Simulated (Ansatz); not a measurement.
```
CsPbBr3
1.0
    5.93075     0.00000     0.00000
    0.00000     5.93075     0.00000
    0.00000     0.00000     5.93075
Cs Pb Br
1 1 3
Direct
  0.00000   0.00000   0.00000
  0.50000   0.50000   0.50000
  0.50000   0.00000   0.50000
  0.00000   0.50000   0.50000
  0.50000   0.50000   0.00000
```

No spin polarisation.

The values are results of Kohn–Sham DFT with the PBE functional, run in Ansatz (a first-principles code) with PAW and 420 eV plane waves, no SOC, not measurements. Settings: 6×6×6 k-points, 0.05 eV Fermi–Dirac smearing.

**Question.** Predict the band gap.

**Answer.** 1.65 eV.

**Question.** Predict the gap character.

**Answer.** Direct at R.

**Question.** What is the computed electron mass (degenerate bands, along [100])?

**Answer.** 0.085, 0.80, 0.80 mₑ (at R).

**Question.** What pressure does the calculation give?

**Answer.** 7.3 kbar.

Spin-orbit coupling, missing from the scalar runs, can matter with Pb. The cells carry an imposed strain or load. Effective masses come from finite differences of ±0.01 Å⁻¹. No phonon test of stability was made. The cell was made from CsPbBr₃ in the cubic perovskite structure (space group Pm-3m, No. 221) by this change: isotropic strain −1.20 %. Many cubic perovskites are stable only at high temperature; tilts and polar distortions were not tested. This is not the structure that CsPbBr3 has at room temperature and ambient pressure.
